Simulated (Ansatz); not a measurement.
Start from TiAl (space group P4/mmm, No. 123; a = 2.766 Å, c = 4.002 Å; relaxed with 0.1 eV smearing). Axes: x, y, z lie along a, b, c of the conventional cell.

Structures relaxed with DFT with LDA, PAW potentials and a 420 eV plane-wave cutoff in Ansatz (a first-principles code), no spin-orbit coupling.

Base:

Simulated powder pattern, Cu Kα, λ = 1.54184 Å (kinematic, ideal powder, no thermal factors, no anomalous dispersion; the 8 strongest lines at most, above 2 %, up to 2θ = 90°):

| 2θ (°) | I/Imax (%) | hkl |
|---|---|---|
| 22.21 | 9.1 | (001) |
| 39.61 | 100 | (101) |
| 45.32 | 17 | (002) |
| 46.42 | 31 | (110) |
| 66.89 | 19 | (112) |
| 79.82 | 11 | (103) |
| 81.43 | 21 | (211) |
| 85.31 | 9.2 | (202) |

One thing is altered: uniaxial strain ε_xx = −3.00 %, all other strain components held at zero; the atoms relax in the strained cell.

After the change:

Simulated powder pattern, Cu Kα, λ = 1.54184 Å (kinematic, ideal powder, no thermal factors, no anomalous dispersion; the 8 strongest lines at most, above 2 %, up to 2θ = 90°):

```csv
2θ (°),d (Å),I/Imax (%),hkl
22.21,4.002,18,(001)
39.61,2.276,100,(011)
40.48,2.229,94,(101)
45.32,2.001,33,(002)
47.19,1.926,58,(110)
67.50,1.388,37,(112)
81.99,1.175,20,(121)
83.68,1.156,19,(211)
```

The indices refer to the base's conventional cell; one index is shown for lines that coincide. The space group is now Pmmm (No. 47).

Stability against distortions was not tested. The final runs are not spin-polarised.
